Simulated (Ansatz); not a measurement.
Hypothetical zinc blende RbBr: response to strain

Consider RbBr in the zinc blende structure (space group F-43m, No. 216; a = 7.640 Å; a hypothetical phase, not in the database extracts checked). Axes: x, y, z lie along the cube axes.

Strains are applied to the cell and any free atomic positions relax; under biaxial strain the out-of-plane vector relaxes too; under stress the whole cell relaxes.

Level of theory: PBEsol, PAW, 420 eV (Ansatz, a program for electronic structure; no spin-orbit coupling).

```tsv
case	gap character	volume per atom	smallest direct gap
base	indirect, X → Γ	55.74 Å³	4.27 eV
biaxial strain −2.48 %, plane normal [001], relaxed out of plane	indirect, M → Γ	55.35 Å³	4.26 eV
biaxial strain −1.31 %, plane normal [001], relaxed out of plane	indirect, M → Γ	55.61 Å³	4.27 eV
biaxial strain −1.01 %, plane normal [001], relaxed out of plane	indirect, M → Γ	55.66 Å³	4.27 eV
biaxial strain +3.15 %, plane normal [001], relaxed out of plane	indirect, X → Γ	55.44 Å³	4.25 eV
isotropic strain −0.87 %	indirect, X → Γ	54.30 Å³	___
isotropic strain −0.85 %	indirect, X → Γ	54.33 Å³	4.31 eV
uniaxial strain ε_xx = −1.47 %	indirect, X → Γ	54.92 Å³	4.29 eV
tensor shear ε_xz = +0.65 %	indirect, X → Γ	55.74 Å³	4.26 eV
uniaxial stress, 0.5 GPa tension along z	indirect, M → Γ	55.26 Å³	4.14 eV
```

Problem. What belongs in the blanks?

Solution. 
- isotropic strain −0.87 %, smallest direct gap: 4.32 eV

Stability under load was not tested beyond the relaxation. Labels are those of the standard path for the cell's own space group.
